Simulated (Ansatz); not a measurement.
## Carrier doping in SiO2

Consider SiO2 in the rutile structure (space group P4_2/mnm, No. 136).

```cif
data_O4Si2
_chemical_formula_sum 'Si2 O4'
_space_group_name_H-M_alt 'P42/mnm'
_space_group_IT_number 136
_space_group_name_Hall '-P 4n 2n'
_cell_length_a 4.23617
_cell_length_b 4.23617
_cell_length_c 2.69043
_cell_angle_alpha 90.000
_cell_angle_beta 90.000
_cell_angle_gamma 90.000
loop_
_atom_site_label
_atom_site_type_symbol
_atom_site_symmetry_multiplicity
_atom_site_Wyckoff_symbol
_atom_site_fract_x
_atom_site_fract_y
_atom_site_fract_z
_atom_site_occupancy
Si1 Si 2 a 0.00000 0.00000 0.00000 1
O1 O 4 f 0.30699 0.30699 0.00000 1
```

Carriers are added at fixed cell with a uniform background; the Fermi–Dirac width is that of 300 K.

Calculations: PBE, PAW, 420 eV (Ansatz, a first-principles code; no spin-orbit coupling).

Notes on the quantities. Fermi level from band edge: Fermi level relative to the doped band's edge (positive inside the band; to 0.05 eV).

```
change                    gap between the host's bands  Fermi level from band edge
------------------------  ----------------------------  --------------------------
undoped                                        5.04 eV                           –
electrons 3.0×10^21 cm⁻³                       5.01 eV                    +1.25 eV
electrons 5.0×10^21 cm⁻³                       4.99 eV                    +1.60 eV
electrons 1.0×10^22 cm⁻³                       4.93 eV                    +1.95 eV
electrons 2.0×10^22 cm⁻³                       4.62 eV                    +2.35 eV
holes 3.0×10^21 cm⁻³                           5.10 eV                    +0.45 eV
holes 5.0×10^21 cm⁻³                               [?]                         [?]
holes 1.0×10^22 cm⁻³                           5.24 eV                    +0.85 eV
holes 2.0×10^22 cm⁻³                           5.44 eV                    +1.00 eV
```

Task: Some entries are withheld; estimate them.

Result: 
- holes 5.0×10^21 cm⁻³, gap between the host's bands: 5.14 eV
- holes 5.0×10^21 cm⁻³, Fermi level from band edge: +0.60 eV

Carriers are added with a uniform compensating background; total energy and stress of such cells depend on the potential's zero and are not compared; many-body gap narrowing is missing at this level. Stability against distortions was not tested.
